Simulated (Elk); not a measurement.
A self-consistent single point of Rh (Fm-3m, 1 atom in the cell) with Elk.

Method of the run: Wu-Cohen GGA, all-electron FP-LAPW, Elk's shipped species files, default APW+lo basis run with Elk 10.2.4.

```yaml
crystal:
  lattice:
    - [0.00000, 1.90298, 1.90298]
    - [1.90298, 0.00000, 1.90298]
    - [1.90298, 1.90298, 0.00000]
  atoms:
    - { symbol: Rh, position: [0.00000, 0.00000, 0.00000] }
```

Reference input (self-consistent single point, DFT, PBE, all-electron FP-LAPW, Elk's shipped species files, default APW+lo basis): xctype = 20; stype = 1; swidth = 0.00183747 Ha; ngridk = 12 12 12; rmtscf = 0.92; maxscl = 100. This run's input differs from it in these lines:

```diff
@@ -4,3 +4,3 @@
 xctype
-  20
+  26
```

The program printed (abridged):

```
│ Self-consistent loop started │
│ Loop number : 1 │
 total energy                :     -4780.94781089
│ Loop number : 2 │
 total energy                :     -4781.17424862
RMS change in Kohn-Sham potential (target) :   0.1982980015     (  0.1000000000E-05)
Absolute change in total energy (target)   :   0.2264377294     (  0.1000000000E-03)
│ Loop number : 3 │
 total energy                :     -4781.56427961
RMS change in Kohn-Sham potential (target) :   0.1866351662     (  0.1000000000E-05)
Absolute change in total energy (target)   :   0.4466404199     (  0.1000000000E-03)
│ Loop number : 4 │
   [... lines left out ...]
Absolute change in total energy (target)   :   0.4727375799E-03 (  0.1000000000E-03)
│ Loop number : 14 │
 total energy                :     -4784.67761268
RMS change in Kohn-Sham potential (target) :   0.1808921924E-06 (  0.1000000000E-05)
Absolute change in total energy (target)   :   0.1122461408E-03 (  0.1000000000E-03)
│ Loop number : 15 │
 total energy                :     -4784.67760375
RMS change in Kohn-Sham potential (target) :   0.5917375036E-07 (  0.1000000000E-05)
Absolute change in total energy (target)   :   0.1913023152E-04 (  0.1000000000E-03)
Convergence targets achieved

│ Loop number : 16 │

Energies :
 Fermi                       :     0.408320678195
 total energy                :     -4784.67760023

Density of states at Fermi energy :    50.76208182
 (states/Hartree/unit cell)

Estimated indirect band gap :   0.4768010141E-03
 from k-point     21 to k-point     41
Estimated direct band gap   :   0.1028772188E-01
 at k-point     29

Charges :
 core                        :    28.00000000
 valence                     :    17.00000000
 interstitial                :    1.509150957
 muffin-tins (core leakage)
  species :    1 (Rh)
   atom    1                 :    43.49084904     (  0.7851965833E-07)
 total in muffin-tins        :    43.49084904
 total calculated charge     :    45.00248139
 total charge                :    45.00000000
 error                       :   0.2481386998E-02

│ Self-consistent loop stopped │
```

The run converged in 16 iterations. The count includes the last loop, which Elk runs after its targets are met. 

The starting cell comes from a database of computed structures (which also holds hypothetical and non-ambient phases and stackings), without a prior relaxation at this level. Spin polarisation is off. Values depend on the basis (sphere radii, cutoffs, local orbitals), which need not be converged. The log's line on a gap gives a spacing of levels on this mesh, which the program prints for metals too.
